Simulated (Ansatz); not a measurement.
The starting structures come from a database of crystals and need not be the phases stable at ambient conditions.

 Where the default PAW files enter, the runs use the earlier of Ansatz's two default sets.

Tunnelling through a barrier is set by its complex band structure: the current falls as exp(−2κd) with the smallest κ.

Data:

```xyz
5
Lattice="5.8237 0.0000 0.0000 0.0000 5.8728 0.0000 0.0000 2.9364 1.6953" Properties=species:S:1:pos:R:3 pbc="T T T"
Mg     0.0000     0.0000     0.0000
Al     3.7854     1.9576     0.0000
Al     2.0384     3.9152     0.0000
C      4.2508     3.9152     0.0000
C      1.5729     1.9576     0.0000
```

Space group of this cell: P-3m1. The cell is taken as given; by r2SCAN its mean pressure is -2.7 GPa.

Transport runs along the normal of the first two printed cell vectors, the (110) plane of the conventional cell.

The gap is the functional's own. No spin-orbit coupling. Mid-gap values are interpolated on the energy grid.

Predict the band gap and the smallest decay constant κ at mid-gap from Ansatz (a first-principles code) with r2SCAN.

Gap 2.12 eV on a 6×18×18 mesh; κ = 0.210 1/Å, at the zone centre.
